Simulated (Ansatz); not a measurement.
# V_Na (rock-salt NaCl host)

Level of theory: PBE, PAW (plane waves to 420 eV; Ansatz, a program for electronic structure). Cell: 64 sites, 2×2×2 repeats of a cell of 8 atoms; final energies on a 2×2×2 shifted mesh. Site at the start: the Na site. Energies of charged states are corrected for periodic images (point charge plus alignment at distant sites). Dielectric constants: PBE linear response of the host. Host gap at this level: 4.99 eV. These values are not converged in cell size to better than tenths of an eV. The semilocal functional narrows the gap, so deep levels can fall outside it. Spin–orbit coupling is left out. Each state is the lowest found from its start.

Formation energies E_f are given with the Fermi level at the valence-band maximum. Chemical conditions: Cl-rich (Δμ(Na) = -3.70 eV; only phases computed here count, gases as isolated molecules at 0 K); Na-rich (Δμ(Na) = 0.00 eV; only phases computed here count, gases as isolated molecules at 0 K). Reference phases: Na: bcc Na.

Charges with a result: +1, 0, −1. Others weren't obtained, and one of them could lie lower, also by skipping a charge.

```json
[
 {"charge": "+1*", "moment (μB)": "2.0", "point group": "–", "largest move off a lattice site (Å)": "0.09", "image correction with alignment (eV)": "–", "E_f, Cl-rich (eV)": "–", "E_f, Na-rich (eV)": "–", "above the lowest spin state (eV)": "0.00"},
 {"charge": "+1†", "moment (μB)": "not spin-polarised", "point group": "–", "largest move off a lattice site (Å)": "0.10", "image correction with alignment (eV)": "0.01", "E_f, Cl-rich (eV)": "–", "E_f, Na-rich (eV)": "–", "above the lowest spin state (eV)": "0.01"},
 {"charge": "0†", "moment (μB)": "1.0", "point group": "–", "largest move off a lattice site (Å)": "0.11", "image correction with alignment (eV)": "0.00", "E_f, Cl-rich (eV)": "1.23", "E_f, Na-rich (eV)": "4.92", "above the lowest spin state (eV)": "0.00"},
 {"charge": "0†", "moment (μB)": "1.0", "point group": "–", "largest move off a lattice site (Å)": "0.11", "image correction with alignment (eV)": "0.00", "E_f, Cl-rich (eV)": "1.23", "E_f, Na-rich (eV)": "4.92", "above the lowest spin state (eV)": "0.00"},
 {"charge": "−1", "moment (μB)": "not spin-polarised", "point group": "Oh", "largest move off a lattice site (Å)": "0.13", "image correction with alignment (eV)": "0.35", "E_f, Cl-rich (eV)": "1.50", "E_f, Na-rich (eV)": "5.20", "above the lowest spin state (eV)": "0.00"}
]
```

* At this level the carrier isn't localised at the defect: at charge +1 holes occupy the valence band. Such a state is shallow or no state of the defect, and this cell gives it no level.

† Not settled in this cell, so no level is given: charge 0: a level filled in part, carriers not clearly localised.

Point groups are those of the whole cell at tolerances of 0.03 and 0.1 Å ("near" where only the looser one holds); none is given for unsettled states.

Starting moments that weren't kept: charge 0 began with 3 μB and ended with 1.0.

All states together cost around 2.2 core-hours (rough).
